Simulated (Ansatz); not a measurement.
Effect of biaxial strain +2.00 %, plane normal [111], relaxed out of plane on KZnF3

Consider KZnF₃ in the cubic perovskite structure (space group Pm-3m, No. 221; a = 4.052 Å). Axes: x, y, z lie along the cube axes.

Now apply this change: tensile biaxial strain of 2.00 % in the plane normal to [111], as in epitaxy on a mismatched substrate; the out-of-plane cell vector and the atoms relax.

All numbers come from PBEsol, PAW, 420 eV (Ansatz, a first-principles code; no spin-orbit coupling). k-mesh 8×8×8 (Γ-centred); smearing 0.05 eV (Fermi–Dirac).

The space group changes from Pm-3m (No. 221) to R-3m (No. 166) and the shortest interatomic distance increases by 0.0154 Å, from 2.026 Å to 2.042 Å. The energy rises by 4.2 meV/atom and the band gap falls by 0.06 eV to 3.65 eV. The gap character comes out as indirect, T → Γ and the electron mass remains 0.44 mₑ (at Γ). The out-of-plane strain comes out as -1.77 % and the ratio −ε⊥/ε∥ is 0.88. The mean in-plane stress (compression positive) is -2.5 GPa.

Final structure (turned so that z lies along the plane normal):

```yaml
crystal:
  lattice:
    - [5.84540, 0.00000, 0.00000]
    - [2.92270, 5.06226, 0.00000]
    - [2.92270, -1.68742, 2.29828]
  atoms:
    - { symbol: K, position: [0.00000, 0.00000, 0.00000] }
    - { symbol: Zn, position: [0.00000, 0.50000, 0.50000] }
    - { symbol: F, position: [0.50000, 0.00000, 0.00000] }
    - { symbol: F, position: [0.00000, 0.50000, 0.00000] }
    - { symbol: F, position: [0.50000, 0.50000, 0.00000] }
```

Effective masses come from finite differences of ±0.01 Å⁻¹. Stability against distortions was not tested. Many cubic perovskites are stable only at high temperature; tilts and polar distortions were not tested. Labels are those of the standard path for the cell's own space group.
